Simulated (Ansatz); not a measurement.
Band structure of YAs (P6/mmm, 6 atoms in the cell).

```
CELL_PARAMETERS angstrom
      5.84560     0.00000     0.00000
     -2.92280     5.06243     0.00000
      0.00000     0.00000     4.71690
ATOMIC_POSITIONS crystal
  Y  0.50000 0.00000 0.00000
  Y  0.50000 0.50000 0.00000
  Y  0.00000 0.50000 0.00000
  As 0.00000 0.00000 0.00000
  As 0.33333 0.66667 0.50000
  As 0.66667 0.33333 0.50000
```

Method: revPBE, default PAW files made with PBE (plane waves; Ansatz, an electronic-structure program).

Settings: kpoints.mp_grid.grid = 5 5 5; hamiltonian.xc = revpbe; hamiltonian.pseudopotentials = {kind: paw} (the program's default PAW files); scf.occupations.method = methfessel_paxton; scf.occupations.width = 0.136 eV; kpoints.band_path.npoints = 6.

The starting cell was generated: these elements placed on a structure prototype, without a prior relaxation; it need not be a known phase or ordering of this composition.

Levels in eV from the Fermi level, bands 36 to 43:
| point | 36 | 37 | 38 | 39 | 40 | 41 | 42 | 43 |
|---|---|---|---|---|---|---|---|---|
| Γ | -1.55 | -1.55 | -0.19 | -0.19 | 0.37 | 0.84 | 0.84 | 1.03 |
| M | -1.65 | -1.10 | -0.69 | -0.49 | 0.43 | 1.99 | 2.05 | 2.30 |
| K | -1.15 | -1.05 | -1.05 | 0.05 | 0.60 | 0.60 | 2.54 | 2.54 |
| A | -0.98 | -0.98 | -0.95 | -0.95 | -0.53 | -0.53 | -0.18 | 2.20 |
| L | -2.02 | -0.63 | -0.19 | -0.03 | 0.32 | 1.71 | 2.04 | 2.59 |
| H | -1.66 | -1.66 | -0.26 | 0.50 | 0.78 | 1.58 | 1.58 | 3.07 |

Bands cross the Fermi level along this path, so the cell is metallic at this level.

Keys are those of Ansatz 0.2.
